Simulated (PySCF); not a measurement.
PySCF 2.14.0, R2SCAN/def2-svpd, df: Ti(I)3(H) ([I][TiH]([I])[I]), 5 atoms. The geometry is a generated start, not checked to be a minimum at this level.

```json
{
 "task": "energy",
 "method": "r2scan",
 "basis": "def2-svpd",
 "two_electron_scheme": "density fitting",
 "mol.max_memory": "3000 MB",
 "mf.max_cycle": "100",
 "mf.init_guess": "minao (default)",
 "mf.DIIS": "CDIIS (default)",
 "mf.diis_space": "8 (default)",
 "mf.conv_tol": "1e-09 (default)",
 "mf.grids.level": "3 (default)",
 "effective_core_potentials": "those of the basis set, past Kr",
 "basis_functions": "147",
 "grid_points": "96592"
}
```

```xyz
5

Ti    -0.1198    -0.1493     0.2447
I     -0.3873     2.4950     0.4411
I      2.4908    -0.5879    -0.1096
I     -1.2760    -0.8217    -2.0618
H     -0.7076    -0.9361     1.4856
```

Charge 0 and multiplicity 1 are set for this test and not shown to be the ground state.

One run each on 2 threads, 1 BLAS thread. Values of level_shift (Hartree) tried: 0 (default), 0.1, 0.3, 1.

Problem. Which value of level_shift (Hartree) needs the fewest Fock builds, and what happens away from it?

Solution. Fewest Fock builds: 0 (default) with 64. The count rises to 67 at 0.1. The run ends without SCF convergence in 100 cycles at 0.3, 1.

| level_shift (Hartree) | Fock builds | end |
|---|---|---|
| 0 (default) | 64 | same solution |
| 0.1 | 67 | same solution |
| 0.3 | 35 | no convergence |
| 1 | 90 | no convergence |
